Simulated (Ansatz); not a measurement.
Data:

```xyz
8
Lattice="3.4854 0.0000 0.0000 -1.7427 3.0184 0.0000 0.0000 0.0000 14.5746" Properties=species:S:1:pos:R:3 pbc="T T T"
Ga     0.0000     2.0123     9.7347
Ga     1.7427     1.0061     2.4473
Ga     1.7427     1.0061     4.8400
Ga     0.0000     2.0123    12.1273
S      0.0000     2.0123     1.3459
S      1.7427     1.0061     8.6332
S      1.7427     1.0061    13.2287
S      0.0000     2.0123     5.9414
```

No spin polarisation.

Calculations: Kohn–Sham DFT with the PBEsol-D3(BJ) functional, run in Ansatz (a program for electronic structure) with PAW and 420 eV plane waves, no spin-orbit coupling. Γ-centred 11×11×3 mesh, Fermi–Dirac width 0.05 eV.

**Question.** Predict the band gap and electron mass.

**Answer.** Band gap: 0.98 eV
Electron mass: 0.44 mₑ along c, 0.40 mₑ across (at K)

Load acts through the strain it causes; cell and atoms are relaxed under it. Effective masses come from finite differences of ±0.01 Å⁻¹. Stability against distortions was not tested. The cell was made from GaS in the beta-GaS type structure (space group P6_3/mmc, No. 194; layered, stacked along the Cartesian z axis) by this change: pressure 3 GPa.
